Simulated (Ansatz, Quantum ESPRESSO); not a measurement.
# Code comparison for Nb (Im-3m, 1 atom in the cell)

Self-consistent single point.

```
CELL_PARAMETERS angstrom
     -1.63400     1.63400     1.63400
      1.63400    -1.63400     1.63400
      1.63400     1.63400    -1.63400
ATOMIC_POSITIONS crystal
  Nb 0.00000 0.00000 0.00000
```

Shared settings, as Ansatz (a quantum-chemistry and plane-wave program) writes them: kpoints.mp_grid.grid = 11 11 11; magnetization.spin_orbit = true; scf.occupations.method = gaussian; scf.occupations.width = 0.0037 Ry. Potentials and cutoffs stand in the table.

```tsv
code	model	pressure (GPa)	cutoff
Quantum ESPRESSO	PBE, spin-orbit coupling, PSlibrary fully relativistic ultrasoft (PBE) pseudopotentials	6.94	55 Ry
Ansatz	PBE with spin-orbit coupling, default PAW files	7.76	default
```

The spread over the programs that give each value: pressure within 0.82 GPa.

Ansatz's pressure is given at a fixed set of plane waves, as the other plane-wave codes print theirs; with its correction for the finite basis it is 7.80 GPa.

The starting cell has typed, rounded lattice constants, without a prior relaxation at this level. Its lattice was rescaled by a random factor within 2.5 % of one.

Left out of this page: ABINIT (failed or unconverged); Elk, FLEUR and SIESTA (not drawn, or without a comparable value).

Keys are those of Ansatz 0.2.
